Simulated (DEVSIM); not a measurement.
Structure: Pd/SiO2/n-Si capacitor, at 300 K.

| layer (left to right) | material | thickness (nm) | Nd (cm⁻³) |
|---|---|---|---|
| 1 | SiO2 | 1.30 | - |
| 2 | Si | 17000 | 1.1e15 |

Metal gate on the left, work function 5.2 eV. Fixed charge at the semiconductor interface 5.7e10 cm⁻² (in units of +e); no interface traps.

The device is made up for the run: typed textbook-type constants, with dimensions and the other settings drawn at random. Values at 300 K; Nc and Nv go as T^1.5, mobilities as T to minus their exponent, the gap by Varshni's rule with the affinity fixed.

```tsv
parameter	SiO2	Si
gap (eV)	9	1.124
affinity (eV)	0.9	4.05
permittivity	3.9	11.7
Nc (cm⁻³)	-	2.86e19
Nv (cm⁻³)	-	3.1e19
Varshni α (eV/K)	-	0.000473
Varshni β (K)	-	636
```

Simulated with DEVSIM: 1D Poisson equation in equilibrium, Boltzmann statistics, complete ionisation; no quantum confinement or tunnelling. Metal contacts follow the ideal Schottky-Mott rule: no Fermi-level pinning, no interface dipoles.

The temperature was swept, all else fixed.

```
temperature (K)  minimum of the low-frequency capacitance (μF/cm²)  flat-band voltage (V)  threshold voltage (band bending 2φF) (V)
---------------  -------------------------------------------------  ---------------------  ----------------------------------------
250                                                         0.0125                   0.93                                      0.22
300                                                         0.0143                   0.88                                      0.28
350                                                         0.0175                   0.83                                      0.35
400                                                         0.0207                   0.78                                      0.41
450                                                         0.0317                   0.73                                      0.48
500                                                         0.0485                   0.68                                      0.55
```

From the first row to the last the minimum of the low-frequency capacitance goes from 0.0125 to 0.0485. From the first row to the last the flat-band voltage goes from 0.93 to 0.68.
